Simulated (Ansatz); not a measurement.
## How far PBE and r2SCAN part for ZrO2, pressure −1 GPa

Start from ZrO2 in the fluorite structure (space group Fm-3m, No. 225; a = 5.116 Å).

(Cell as relaxed with PBE.)

Levels (all Ansatz, a first-principles code, PAW): PBE (420 eV, without spin-orbit coupling); r2SCAN (500 eV, spin-orbit coupling left out).

Each level relaxes its own structure.

| base | PBE | r2SCAN |
|---|---|---|
| volume per atom | 11.16 Å³ | 10.98 Å³ |
| lattice parameter a | 5.116 Å | 5.089 Å |
| band gap | 3.32 eV | 3.89 eV |

The change: hydrostatic tension (pressure −1 GPa).

```tsv
quantity	PBE	r2SCAN
shortest interatomic distance	2.218 Å	2.207 Å
band gap	3.31 eV	3.87 eV
smallest direct gap	3.73 eV	4.27 eV
```

PBE's shortest interatomic distance lies 0.0117 Å above r2SCAN's (0.5 %); PBE's band gap lies 0.569 eV below r2SCAN's; PBE's smallest direct gap lies 0.54 eV below r2SCAN's. Neither level is exact; r2SCAN is the comparison here, not a measurement.

Load acts through the strain it causes; cell and atoms are relaxed under it. Stability against distortions was not tested. This is not the structure that ZrO2 has at room temperature and ambient pressure.
